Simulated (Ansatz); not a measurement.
Base system: BN in the zinc blende structure (space group F-43m, No. 216; a = 3.610 Å). Axes: x, y, z lie along the cube axes.

Calculations: Ansatz (a program for electronic structure), r2SCAN, PAW, cutoff 500 eV, no spin-orbit coupling.

Base values:

| Item | Result |
|---|---|
| Valence-band top at Γ | 0.00, 0.00, 0.00 eV |
| Pressure | 0.0 kbar |
| Band gap | 5.00 eV |
| Smallest direct gap | 9.59 eV |

Modification: tensor shear ε_xy = +1.43 % (engineering shear γ = 0.0286), atoms relaxed at fixed cell.

Q: What happens to the valence-band top at Γ, pressure, energy relative to the base, band gap and smallest direct gap?

A: The valence-band top at Γ (three highest levels, from the VBM) changes from 0.00, 0.00, 0.00 eV to 0.00, -0.08, -0.13 eV; the pressure (mean of the normal stresses, compression positive) goes from zero to 3.7 kbar; the energy grows by 7.0 meV/atom; the band gap drops by 0.12 eV (5.00 eV → 4.88 eV); the smallest direct gap drops by 0.45 eV, from 9.59 eV to 9.14 eV.

The cells carry an imposed strain or load. No phonon test of stability was made.
